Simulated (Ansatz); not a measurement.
## Ansatz run on Bi (Im-3m, 1 atom in the cell): self-consistent single point

Level of theory: PBEsol, default PAW files made with PBE (plane waves; Ansatz, an electronic-structure program).

Input as run:

Ansatz 0.2 input:
```yaml
crystal:
  lattice:
    - [-1.98737400, 1.98737400, 1.98737400]
    - [1.98737400, -1.98737400, 1.98737400]
    - [1.98737400, 1.98737400, -1.98737400]
  atoms:
    - { symbol: Bi, position: [0.00000000, 0.00000000, 0.00000000] }
basis:
  ecutwfc: 420.0
kpoints:
  mp_grid: { grid: [12, 12, 12] }
hamiltonian:
  xc: pbesol
  pseudopotentials: { kind: paw }
scf:
  occupations: { method: gaussian, width: 0.1 }
output:
  forces: true
  eigenvalues: true
  stress: true
```

The program printed (abridged):

```
WARN ansatz: RAYON_NUM_THREADS=1 ignored (pool sized by the plan → 1); use --threads N
Pseudopotentials: kind: paw
Pseudopotential: Bi, paw, valence charge 15
Crystal: 1 atoms, lattice volume = 31.398 Å³
Basis set: ecut = 420 eV, 627 PW (Γ), exchange–correlation on 48×48×48 points (8 copies of the dense FFT grid, shifted against one another)
Bands: 12, of which v1, the nominal top of the filled ones, is band 8 counted from 1 (7 counted from 0)
Symmetry: 48 space group operations
Space group: Im-3m (ITA 229), of the structure as read, at distance tolerance 3.2e-5 Å
k-points: 72 of 1728
PAW frozen core: Bi, regenerated for the run's functional, and the local potential with it
Initial density: superposition of atomic densities (neutral atoms: chi_scale 0, normalization atom), corrected by the library's trained network
Initial wavefunctions: pseudopotential atomic-orbital guess
Eigensolver: davidson
Functional: x = pbesol(κ = 0.804, μ = 0.12345679012345678), c = pbesol(β = 0.046)
SCF iter   1: F=—  HF=-12241.915275 eV  |F-HF|=—  |Δ(HF+E_count)|=         —  Δρ=9.30e-4  dr2=2.33e-4  ethr=1.77e-3  ⟨swp⟩=5.4  Hψ=4879  notcnv=0
all-band conjugate gradients solve this SCF's bands
preconditioner: auto → Kerker (q_TF=auto, 2.412 Å⁻¹)
SCF iter   2: F=—  HF=-12241.914664 eV  |F-HF|=—  |Δ(HF+E_count)|=   6.11e-4  Δρ=7.13e-4  dr2=1.43e-4  ethr=1.55e-6  ⟨swp⟩=2.5  Hψ=2008  notcnv=0
SCF iter   3: F=—  HF=-12241.914657 eV  |F-HF|=—  |Δ(HF+E_count)|=   6.13e-6  Δρ=4.35e-4  dr2=3.28e-5  ethr=9.53e-7  ⟨swp⟩=2.0  Hψ=1374  notcnv=0
SCF iter   4: F=—  HF=-12241.914652 eV  |F-HF|=—  |Δ(HF+E_count)|=   5.78e-6  Δρ=2.09e-4  dr2=7.16e-6  ethr=2.18e-7  ⟨swp⟩=3.0  Hψ=1435  notcnv=0
SCF iter   5: F=—  HF=-12241.914647 eV  |F-HF|=—  |Δ(HF+E_count)|=   4.48e-6  Δρ=3.32e-5  dr2=1.95e-7  ethr=4.77e-8  ⟨swp⟩=2.0  Hψ=1274  notcnv=0
SCF iter   6: F=-12241.914647 eV  HF=-12241.914647 eV  |F-HF|=4.09e-9  |Δ(HF+E_count)|=   9.52e-8  Δρ=4.99e-6  dr2=5.69e-9  ethr=6.67e-10  ⟨swp⟩=7.1  Hψ=4278  notcnv=0
SCF 1 converged in 6 iterations: F = -12241.914647 eV  dr2 = 5.69e-9
SCF converged after 6 iterations
Free energy (F): -12241.914647 eV
Harris-Foulkes:  -12241.914647 eV  (|F-HF|=4.09e-9)
Internal energy: -12241.910998 eV  (E = F + TS)
E sigma→0 (E₀):  -12241.912822 eV
Entropy (-TS):   -0.003649 eV (-3.649 meV/atom)
Fermi energy:    11.504466 eV
--- Per-component energies (eV) ---
  E_band       = -86.026074
  E_kinetic    = 301.995407
  E_local      = -1407.457012  (includes V_loc(G=0)·N_el)
  E_nonlocal   = 561.954038
  E_hartree    = 444.394128
  E_xc         = -150.187818
  E_vxc        = -144.013682  (∫ρ·V_xc dr)
  E_paw        = -10509.482220  (= ΣΔE_a)
  E_vpaw       = -287.295483  (= ΣTr[D̂ρ^β])
  E_aug_tail   = -0.000464  (compensation charges beyond the density's cutoff)
  E_ewald      = -1483.216808
  E_core_change = 0.089752  (= ΣΔE_core)
  E_smearing   = -0.003649  (= −TS)
  E_closure    = 0.000000  (closes the sum)
  Σ components = -12241.914647   (vs F -12241.914647, Δ=0.00e0)
--- Forces (eV/Å), atoms counted from 1 ---
  atom   1  Bi    -0.00000000     0.00000000    -0.00000000
  max |Σ_I F_I| component: 4.77e-31 eV/Å
--- Stress (GPa, compression-positive) ---
       -2.655197       0.000000      -0.000000
       -0.000000      -2.655197       0.000000
       -0.000000      -0.000000      -2.655197
  P = ⅓ Tr σ = -2.6552 GPa (-26.552 kbar)
  The stress holds the Pulay correction. Without it, at fixed plane waves, as pw.x and ABINIT print it: P = -2.6840 GPa
--- Band table (eV; the first three rows and the last of 72) ---
  k-point 0: bands = ["-11.5291", "-11.5291", "-11.5291", "-11.4023", "-11.4023", "-2.0292", "16.4859", "16.4859", "16.4859", "20.4339", "21.8783", "21.8783"]
  k-point 1: bands = ["-11.5317", "-11.5246", "-11.5156", "-11.4054", "-11.4028", "-1.9039", "15.2121", "16.1077", "16.3735", "20.6166", "21.2456", "21.5590"]
  k-point 2: bands = ["-11.5388", "-11.5135", "-11.4783", "-11.4127", "-11.4042", "-1.5328", "12.9482", "15.2663", "16.0587", "19.4021", "20.4385", "21.6021"]
  k-point 71: bands = ["-11.5384", "-11.5384", "-11.3411", "-11.3411", "-11.3411", "3.0457", "9.6443", "9.6443", "9.6443", "14.9508", "14.9508", "26.6865"]
```

The run converged in 6 iterations.

The starting cell comes from a database of computed structures (which also holds hypothetical and non-ambient phases and stackings), without a prior relaxation at this level. Its lattice was rescaled by up to half a per cent. Spin-orbit coupling is off. Ansatz's pressure includes its estimate of the finite-basis (Pulay) stress.
